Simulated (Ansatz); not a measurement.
A 32-atom cell of (Ni,Pt)Ge started in the MnP type structure, site fractions Ni 0.875, Pt 0.125, short-range order -0.14 among the nearest mixed sites of the first mixed sublattice (0 is random, a negative value favours unlike neighbours), space group P-1 at the end. The mixed sublattice has 16 sites.

The mixing enthalpy is taken against the end members in the MnP type type (which need not be the stable form of every end member), relaxed in the same cell and mesh.

Computed with PBE (plane waves to 420 eV, PAW; Ansatz, a program for electronic structure). Scalar-relativistic, without spin–orbit coupling; the runs are not spin-polarised. Its k-point mesh 5×5×5, Fermi–Dirac width 0.05 eV.

| cell | energy at zero smearing (eV) |
|---|---|
| NiGe | -162164.993 |
| PtGe | -269102.894 |
| Ni7PtGe8 | -175532.154 |

Problem. Work out the mixing enthalpy per mixed site and the interaction parameter Ω of a regular solution.

Solution. With x = 2/16 of the second end member, ΔH = [-175532.154 − 14/16 × (-162164.993) − 2/16 × (-269102.894)] / 16 = 4.8 meV against the separate end members. Ω = ΔH / x(1 − x) = 44 meV.
